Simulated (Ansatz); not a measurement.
Nb₃Ru (Fm-3m) against Cu in narrow wires

Nb₃Ru (Fm-3m): ρ₀ = 8.91 μΩ·cm, ℓ = 12.3 nm. Cu (Fm-3m) has a bulk resistivity ρ₀ of 1.66 μΩ·cm and a mean free path ℓ of 40.5 nm. Both at 300 K by PBEsol, DFPT electron-phonon coupling, linearised Boltzmann equation (plane waves, PAW, scalar-relativistic; Ansatz, a quantum-chemistry and plane-wave program); third figures are kept for the arithmetic, and halving the electron mesh moves ρ₀ by up to 1 and 1 % at 300 K, and ℓ by up to 4 and 1 % (the most at any temperature). Cell of Nb₃Ru (Fm-3m): a = 4.5128 Å, b = 4.5128 Å, c = 4.5128 Å, α = 60.00°, β = 60.00°, γ = 60.00°.

Square wire of width d: ρ = ρ₀ {1 + (3/4)(1 − p) ℓ/d + (3/2) [R/(1 − R)] ℓ/D}, with p = 0.5, R = 0.3, D = d.

Reduce the formula and give each metal's size term.

With D = d the size term is Kρ₀ℓ/d, K = 0.75 × 0.5 + 1.5 × 0.3/0.70 = 1.02. Nb₃Ru (Fm-3m): ρ₀ℓ = 11.0×10⁻¹⁶ Ω·m², ρ = 8.91 + 112/d. Cu: 6.72×10⁻¹⁶ Ω·m², ρ = 1.66 + 68.6/d (μΩ·cm, d in nm).

Do these numbers give a width at which Nb₃Ru (Fm-3m) overtakes?

Nowhere: neither ρ₀ nor ρ₀ℓ of Nb₃Ru (Fm-3m) lies under that of Cu.

Give copper a liner of 2.5 nm on each side that carries no current, and suppose that Nb₃Ru (Fm-3m) needs no liner. Tabulate ρL/d² for L = 1 μm against the trench width w. Take w = 9, 10, 20, 30 nm.


| w (nm) | ρ, Nb₃Ru (Fm-3m) (μΩ·cm) | Ω/μm, Nb₃Ru (Fm-3m) | core d (nm) | ρ, Cu (μΩ·cm) | Ω/μm, Cu |
|---|---|---|---|---|---|
| 9 | 21 | 2600 | 4 | 18.8 | 11800 |
| 10 | 20 | 2000 | 5 | 15.4 | 6100 |
| 20 | 14.5 | 360 | 15 | 6.2 | 280 |
| 30 | 12.6 | 140 | 25 | 4.4 | 70 |

The line of Nb₃Ru (Fm-3m) has the lower resistance at w = 9, 10 nm. The line of Cu has the lower resistance at w = 20, 30 nm. For Cu, d lies under 0.3 ℓ at w = 9, 10 nm, where the formula is only a guide.

The formula is the first-order form of the Fuchs-Sondheimer and Mayadas-Shatzkes models for a square wire of an isotropic metal and fails where d lies far under ℓ. p, R and D are assumed, not computed. With a current-weighted ℓ the product lies above the one-path value, by more the wider the paths spread. Only harmonic phonons scatter in ρ₀; disorder, surface states and the phase's stability aren't judged.

Computed structure with no diffraction record at hand here (it may be known, metastable or hypothetical): Nb3Ru (Fm-3m).
